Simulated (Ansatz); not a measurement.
Lattice thermal conductivity of Si in the diamond structure at 300 K from the phonon Boltzmann equation with three-phonon and isotope scattering in Ansatz (plane waves, PAW). Reference run: PBEsol, third-order constants from a 54-atom supercell out to 4.9 Å, harmonic mesh 6×6×6, k mesh 6×6×6, scattering mesh 17×17×17. 

```csv
run,highest ν (THz),κ (W/m/K)
"PBEsol, reference",15.29,118
"PBEsol, k mesh 12, longer pair cutoff and denser conductivity mesh (5.7 Å)",15.25,127
"PBEsol, longer pair cutoff (5.7 Å)",15.29,122
"PBEsol, shorter pair cutoff (4.2 Å)",15.29,115
"PBEsol, third-order supercell 4, harmonic q mesh 4 and k mesh 8 in place of 3, 6 and 6",15.26,115
"PBEsol, third-order supercell 4, harmonic q mesh 8 and k mesh 8 in place of 3, 6 and 6",15.26,…
"PBEsol, third-order supercell 4, harmonic q mesh 8, k mesh 8 and longer pair cutoff (5.7 Å)",15.26,123
```

Q: Some entries are withheld; supply them.

A: 
- PBEsol, third-order supercell 4, harmonic q mesh 8 and k mesh 8 in place of 3, 6 and 6, κ (W/m/K): 120

Ansatz is a first-principles code.
